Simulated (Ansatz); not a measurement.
## WN₂ (P-6m2, No. 187, 3 atoms in the cell; start mp-999549)

These are LDA (Ansatz, a program for electronic structure, plane waves, PAW) values and carry that method's errors.

Run with plane-wave cutoff 520 eV, 12×12×10 k mesh (along the axes of the cell as run), Fermi–Dirac smearing 0.01 eV, no spin polarisation, scalar-relativistic PAW data made under PBE.

Cell (relaxed at this level):

```cif
data_N2W
_chemical_formula_sum 'W1 N2'
_space_group_name_H-M_alt 'P-6m2'
_space_group_IT_number 187
_space_group_name_Hall 'P -6 2'
_cell_length_a 2.87785
_cell_length_b 2.87785
_cell_length_c 3.86726
_cell_angle_alpha 90.000
_cell_angle_beta 90.000
_cell_angle_gamma 120.000
loop_
_atom_site_label
_atom_site_type_symbol
_atom_site_symmetry_multiplicity
_atom_site_Wyckoff_symbol
_atom_site_fract_x
_atom_site_fract_y
_atom_site_fract_z
_atom_site_occupancy
W1 W 1 f 0.66667 0.33333 0.50000 1
N1 N 2 g 0.00000 0.00000 0.18048 1
```

band gap: 1.23 eV
smallest direct gap on the k points sampled: 1.56 eV
Γ–Γ gap: 2.61 eV

Spin–orbit coupling is not included.

Computing time: roughly 5 core-seconds.

A start named mp-… is a Materials Project structure, which need not be a measured phase.
